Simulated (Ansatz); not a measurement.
TiO₂ (Pbcn, No. 60, 12 atoms in the cell; start mp-1439; high-pressure phase) was calculated with r²SCAN-D4 (Ansatz, an electronic-structure program, plane waves, PAW).

Run with plane-wave cutoff 500 eV, 10×8×8 k mesh (along the axes of the cell as run), gaussian smearing 0.02 eV, no spin polarisation, scalar-relativistic PAW data made under PBE.

Cell (relaxed at this level):

```yaml
crystal:
  lattice:
    - [4.53604, 0.00000, 0.00000]
    - [0.00000, 5.49699, 0.00000]
    - [0.00000, 0.00000, 4.88365]
  atoms:
    - { symbol: Ti, position: [0.50000, 0.67583, 0.75000] }
    - { symbol: Ti, position: [0.50000, 0.32417, 0.25000] }
    - { symbol: Ti, position: [0.00000, 0.82417, 0.25000] }
    - { symbol: Ti, position: [0.00000, 0.17583, 0.75000] }
    - { symbol: O, position: [0.72896, 0.61769, 0.08072] }
    - { symbol: O, position: [0.27104, 0.38231, 0.91928] }
    - { symbol: O, position: [0.77104, 0.88231, 0.58072] }
    - { symbol: O, position: [0.22896, 0.11769, 0.41928] }
    - { symbol: O, position: [0.22896, 0.88231, 0.91928] }
    - { symbol: O, position: [0.77104, 0.11769, 0.08072] }
    - { symbol: O, position: [0.27104, 0.61769, 0.41928] }
    - { symbol: O, position: [0.72896, 0.38231, 0.58072] }
```

Question: Predict the band gap.

Answer: 
* **band gap**: 3.07 eV (on the SCF k mesh)

Note: the relaxation could not lower the start's symmetry, so the cell can be a saddle point above a distorted one.

Computing time: very roughly 10 core-minutes.

A start named mp-… is a Materials Project structure, which need not be a measured phase.
